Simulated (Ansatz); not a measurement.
Consider Y in the hcp (Mg type) structure (space group P6_3/mmc, No. 194).

```xyz
2
Lattice="3.6826 0.0000 0.0000 -1.8413 3.1892 0.0000 0.0000 0.0000 5.6985" Properties=species:S:1:pos:R:3 pbc="T T T"
Y      0.0000     2.1261     4.2739
Y      1.8413     1.0631     1.4246
```

Cartesian axes are those of the cell as printed.

Method: plane-wave PAW DFT at the r2SCAN level (Ansatz, a first-principles code, 500 eV), without spin-orbit coupling.

Before the change:

| Property | Result |
|---|---|
| Shortest interatomic distance | 355.5 pm |

Perturbation: a pure shear with ε_xz = ε_zx = 0.0072, atoms relaxed at fixed cell.

Estimate the effect on the shortest interatomic distance and energy relative to the base.

The shortest interatomic distance decreases by 2.1 pm, from 355.5 pm to 353.4 pm; the energy grows by 0.5 meV/atom.

Without a gap, meshes like the base's 15×15×8 leave anisotropic stresses uncertain by several tenths of a GPa, and small strain energies with them. The cells carry an imposed strain or load. Whether these cells are dynamically stable was not tested. The final runs are not spin-polarised.
